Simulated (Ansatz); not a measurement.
For BSi6As (model structure, I-42m, No. 121, 8 atoms in the cell), PBE (Ansatz, an electronic-structure program, PAW) gives:

```
Quantity                              Result
------------------------------  ------------
equilibrium lattice constant a       5.291 Å
c axis length                       10.558 Å
bulk modulus B0                     95.2 GPa
cohesive energy                 4.57 eV/atom
```

### Question
What does r²SCAN (Ansatz, plane waves, PAW) give for the same quantities?

### Answer

- lattice constant a: 5.265 Å (falls by 0.5 %)
- lattice parameter c: 10.505 Å (decreases by 0.5 %)
- bulk modulus: 103 GPa (goes up by 8.2 %)
- cohesive energy: 4.65 eV/atom (goes up by 0.08 eV/atom)

Changes are worked out from the printed values.

Unless a cell is named, each level is at its own relaxed cell (PBE 18.48, r²SCAN 18.20 Å³/atom).

Caveats: the bulk modulus is −V dP/dV from two relaxed cells at ±2 % in volume (PBE, r²SCAN). Ansatz's density-functional and Hartree–Fock values are scalar-relativistic unless marked +SOC, with PAW data made under PBE.

A model structure was made by putting elements into a prototype or built by hand; it is no filed structure, need not be a known phase, and can be a saddle point held by its symmetry.
